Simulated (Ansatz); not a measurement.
Here is the system:

End structure of Au on the 1x1 (0001) surface of hcp Ru, one in a 2x2 cell, started at the site 'hollow Ru-Ru-Ru':

```yaml
crystal:
  lattice:
    - [5.44280, 0.00000, 0.00000]
    - [-2.72140, 4.71360, 0.00000]
    - [0.00000, 0.00000, 25.50000]
  atoms:
    - { symbol: Ru, position: [0.33333, 0.16667, 0.37633] }
    - { symbol: Ru, position: [0.33333, 0.66667, 0.37633] }
    - { symbol: Ru, position: [0.83333, 0.16667, 0.37633] }
    - { symbol: Ru, position: [0.83333, 0.66667, 0.37633] }
    - { symbol: Ru, position: [0.16667, 0.33333, 0.45766] }
    - { symbol: Ru, position: [0.16667, 0.83333, 0.45766] }
    - { symbol: Ru, position: [0.66667, 0.33333, 0.45766] }
    - { symbol: Ru, position: [0.66667, 0.83333, 0.45766] }
    - { symbol: Ru, position: [0.33369, 0.16685, 0.54232] }
    - { symbol: Ru, position: [0.33333, 0.66667, 0.54226] }
    - { symbol: Ru, position: [0.83315, 0.16685, 0.54232] }
    - { symbol: Ru, position: [0.83315, 0.66631, 0.54232] }
    - { symbol: Ru, position: [0.16747, 0.33494, 0.62360] }
    - { symbol: Ru, position: [0.16747, 0.83253, 0.62360] }
    - { symbol: Ru, position: [0.66667, 0.33333, 0.62371] }
    - { symbol: Ru, position: [0.66506, 0.83253, 0.62360] }
    - { symbol: Au, position: [0.00000, 0.00000, 0.71080] }
```

Set-up: 17 atoms, 6.3 Å thick at the start under the adsorbate (thin: gaps and levels are the slab's own); mesh 6x6x1; 0.1 eV smearing; dipole correction on; 8 atoms held, the rest relaxed; symmetry of the start imposed; no spin, no spin-orbit, no U, no dispersion correction. At the end it is bonded to 3 Ru. In PBE it is, or lies within 0.03 eV of, the lowest of the starts that converged.

A negative adsorption energy means that the adsorbate is more stable on the surface than in its reference.

**Question.** What is the computed change of the step from the bottom to the top vacuum level, against the clean slab (PBE in Ansatz, a first-principles code)?

**Answer.** -0.59 eV

**Question.** Predict the change of the work function from PBE.

**Answer.** -0.61 eV

**Question.** What work function of the top face does PBE give?

**Answer.** 4.39 eV

**Question.** What adsorption energy against an atom of fcc Au does PBE give?

**Answer.** -0.065 eV
